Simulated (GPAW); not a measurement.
A self-consistent single point of VBiO4 (I4_1/a, 12 atoms in the cell) with GPAW.

Method: GPAW with PBE+U, LCAO dzp, GPAW PAW datasets PBE (gpaw-data 1.0.1).

```
VBiO4
1.0
   -2.56106     2.56106     5.79606
    2.56106    -2.56106     5.79606
    2.56106     2.56106    -5.79606
V Bi O
2 2 8
Cartesian
  0.00000   0.00000   5.79606
  2.56106   0.00000   2.89803
  0.00000   0.00000   0.00000
  0.00000   2.56106   2.89803
  3.28343   1.28043  -0.91729
  3.84168   0.72237   1.98075
 -0.72237   1.28063   4.87878
  1.28043  -0.72237   1.98075
  1.83868   1.28063   3.81532
  1.28043   1.83868   0.91729
  3.28343  -1.28063   3.81532
  1.28063   0.72237   6.71335
```

Reference input (self-consistent single point, DFT PBE, LCAO dzp, GPAW PAW datasets PBE (gpaw-data 1.0.1)): mode = lcao; h = 0.2 Å; basis = dzp; xc = PBE; kpts = 4 4 4; mesh shift (steps) = 0 0 0; occupations.name = fermi-dirac; occupations.width = 0 eV; convergence.forces = 0.001 eV/Å; symmetry.symmorphic = false; symmetry.tolerance = 0.0005; maxiter = 100. This run's input differs from it in these lines:

```diff
@@ -25,2 +25,3 @@
             xc='PBE',
+            setups={'V': ':d,2.0'},
             kpts={'size': (4, 4, 4), 'gamma': True},
```

Output (repeated stretches shortened):

```
     iter     time        total  log10-change:
                         energy   eigst   dens  force
iter:   1 --:--:--   -80.816283        c
iter:   2 --:--:--   -77.480806        c -1.05
iter:   3 --:--:--   -72.494174        c -1.12
iter:   4 --:--:--   -78.087505        c -1.42
iter:   5 --:--:--   -76.236140        c -1.19
iter:   6 --:--:--   -73.880927        c -1.38
iter:   7 --:--:--   -71.328736        c -1.40
iter:   8 --:--:--   -71.304389        c -2.15
iter:   9 --:--:--   -71.205186        c -2.22
iter:  10 --:--:--   -71.201316        c -2.61
iter:  11 --:--:--   -71.196303c       c -2.69
iter:  12 --:--:--   -71.191977c       c -2.95
iter:  13 --:--:--   -71.191972c       c -3.22
iter:  14 --:--:--   -71.192117c       c -3.24
iter:  15 --:--:--   -71.191746c       c -3.30
iter:  16 --:--:--   -71.191741c       c -3.74
iter:  17 --:--:--   -71.191737c       c -3.77
iter:  18 --:--:--   -71.191739c       c -3.82
iter:  19 --:--:--   -71.191744c       c -3.85
iter:  20 --:--:--   -71.191744c       c -4.80c
iter:  21 --:--:--   -71.191744c       c -4.85c -2.34
iter:  22 --:--:--   -71.191744c       c -5.26c -3.54c
Converged after 22 iterations.

Dipole moment: (9.210309, -9.079077, -3.675646) |e|*Ang

Energy contributions relative to reference atoms: (reference = -1237664.575439)

Kinetic:       +102.957464
Potential:     -112.144123
External:        +0.000000
XC:             -72.376232
Entropy (-ST):   +0.000000
Local:          +10.371146
SIC:             +0.000000
--------------------------
Free energy:    -71.191744
Extrapolated:   -71.191744

Showing only first 2 kpts
 Kpt  Band  Eigenvalues  Occupancy
  0    50      4.69117    2.00000
  0    51      4.90479    2.00000
  0    52      7.79966    0.00000
  0    53      8.23672    0.00000

  1    50      4.77362    2.00000
  1    51      5.30186    2.00000
  1    52      7.94309    0.00000
  1    53      8.06932    0.00000

Fermi level: 6.46792

Gap: 2.275 eV
Transition (v -> c):
   [... lines left out ...]
Direct gap: 2.281 eV
   [... lines left out ...]
  1 V     0.00000    0.00000    0.00000
  2 Bi    0.00000    0.00000    0.00000
  3 Bi    0.00000    0.00000    0.00000
  4 O     0.28454   -0.64864   -0.59498
  5 O     0.64864    0.28454   -0.59498
  6 O    -0.28454    0.64864   -0.59498
  7 O    -0.64864   -0.28454   -0.59498
  8 O    -0.28454    0.64864    0.59498
  9 O    -0.64864   -0.28454    0.59498
 10 O     0.28454   -0.64864    0.59498
 11 O     0.64864    0.28454    0.59498
```

The run converged in 22 iterations. Against the reference run the largest force goes from 0.753 to 0.925 eV/Å and the gap on the mesh goes from 2.111 to 2.275 eV.

The starting cell comes from a database of computed structures (which also holds hypothetical and non-ambient phases and stackings), without a prior relaxation at this level. Spin-orbit coupling is off. Spin polarisation is off. The U value is a test value, and with U on an open shell several self-consistent states can exist. Values carry the incompleteness of an atom-centred basis.

Cost on one core of a shared machine: roughly 5 min.
